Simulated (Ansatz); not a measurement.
**Effective masses and thermopower of BP under load (space group F-43m)**

```yaml
crystal:
  lattice:
    - [0.00000, 2.27741, 2.27741]
    - [2.27741, 0.00000, 2.27741]
    - [2.27741, 2.27741, 0.00000]
  atoms:
    - { symbol: B, position: [0.00000, 0.00000, 0.00000] }
    - { symbol: P, position: [0.25000, 0.25000, 0.25000] }
```

Level of theory: r2SCAN with spin-orbit coupling, rigid bands (plane waves, PAW; Ansatz, a quantum-chemistry and plane-wave program). Condition of this run: hydrostatic pressure -2 GPa (the target of the relaxation). How the cell was made: cell and atoms relaxed with r2SCAN, then loaded as said.

The band gap comes out as 1.42 eV, the electron conductivity mass (300 K, dilute) is 0.32 mₑ and the hole conductivity mass (300 K, dilute) is 0.40 mₑ. The effective density of states N_c (300 K) is 4.1e19 cm⁻³. The effective density of states N_v (300 K) is 2.3e19 cm⁻³ and the density-of-states mass, electrons is 1.38 mₑ. The density-of-states mass, holes comes out as 0.94 mₑ, the Seebeck coefficient, n-type 1e19 cm⁻³, 300 K comes out as -335 μV/K and the best n-type power factor at 300 K for τ = 10 fs (best axis; densities from 1e16 to 1e21 cm⁻³ tried, whether or not they can be reached) is 19.9 μW/(cm·K²) at 1e20 cm⁻³. The Seebeck coefficient, p-type 1e19 cm⁻³, 300 K is 317 μV/K and the best p-type power factor at 300 K for τ = 10 fs (best axis; densities from 1e16 to 1e21 cm⁻³ tried, whether or not they can be reached) is 14.4 μW/(cm·K²) at 1e20 cm⁻³.

Rigid bands; masses and Seebeck coefficients take one relaxation time τ for all states and one kind of carrier; polarons and phonon drag are left out.
